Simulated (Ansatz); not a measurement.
Start from SnO₂ in the rutile structure (space group P4_2/mnm, No. 136).

```
CELL_PARAMETERS angstrom
      4.76854     0.00000     0.00000
      0.00000     4.76854     0.00000
      0.00000     0.00000     3.21140
ATOMIC_POSITIONS crystal
  Sn 0.00000 0.00000 0.00000
  Sn 0.50000 0.50000 0.50000
  O  0.30630 0.30630 0.00000
  O  0.80630 0.19370 0.50000
  O  0.19370 0.80630 0.50000
  O  0.69370 0.69370 0.00000
```

Cartesian axes are those of the cell as printed.

The values are results of Ansatz (a program for electronic structure) PBEsol, no spin-orbit coupling, earlier PAW set, not measurements.

Base values:

- Volume per atom: 12.17 Å³

It is then changed as follows: uniaxial stress, 8 GPa tension along x, with the cell and atoms free to relax against it.

Question: How does this affect the energy relative to the base?

Answer: The energy rises by 20 meV/atom.

Question: Estimate the effect on the volume per atom.

Answer: The volume per atom grows by 0.18 Å³ (12.17 Å³ → 12.35 Å³).

Load acts through the strain it causes; cell and atoms are relaxed under it. Beyond what the load breaks, stability against distortions was not tested.
